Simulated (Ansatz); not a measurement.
An ideal cubic perovskite cell is held by its symmetry; such compounds can tilt or shift off centre at room temperature. The starting structures come from a database of crystals and need not be the phases stable at ambient conditions.

 Where the default PAW files enter, the runs use the earlier of Ansatz's two default sets.

## Evanescent states of KCaF₃ (Pm-3m, cubic perovskite, not sure to be the ambient phase, 5 atoms a cell, 18.0 Å³ an atom, -2 GPa at this level) along the normal of (110)

Computed with r2SCAN (plane waves, PAW; Ansatz, a program for electronic structure).

The gap is the functional's own, uncorrected, and κ follows it; spin-orbit coupling is left out. Mid-gap values are interpolated between the computed energies.

Energies count from the valence-band top; κ is the least over a 8×6 mesh across the current.

| E (eV) | κ (1/Å) | where |
|---|---|---|
| 0.15 | 0.280 | Γ |
| 0.47 | 0.371 | Γ |
| 0.78 | 0.431 | Γ |
| 1.08 | 0.473 | Γ |
| 1.40 | 0.505 | Γ |
| 1.71 | (withheld) | Γ |
| 2.02 | (withheld) | Γ |
| 2.33 | (withheld) | Γ |
| 2.63 | (withheld) | Γ |
| 2.94 | (withheld) | Γ |
| 3.25 | (withheld) | Γ |
| 3.56 | (withheld) | Γ |
| 3.88 | (withheld) | Γ |
| 4.18 | (withheld) | Γ |
| 4.50 | (withheld) | Γ |
| 4.80 | (withheld) | Γ |
| 5.12 | (withheld) | Γ |
| 5.42 | 0.431 | Γ |
| 5.74 | 0.392 | Γ |
| 6.04 | 0.344 | Γ |
| 6.36 | 0.283 | Γ |
| 6.67 | 0.196 | Γ |

Complete the blanks.


- 1.71, κ (1/Å): 0.528
- 2.02, κ (1/Å): 0.544
- 2.33, κ (1/Å): 0.555
- 2.63, κ (1/Å): 0.561
- 2.94, κ (1/Å): 0.563
- 3.25, κ (1/Å): 0.560
- 3.56, κ (1/Å): 0.554
- 3.88, κ (1/Å): 0.544
- 4.18, κ (1/Å): 0.530
- 4.50, κ (1/Å): 0.512
- 4.80, κ (1/Å): 0.490
- 5.12, κ (1/Å): 0.463
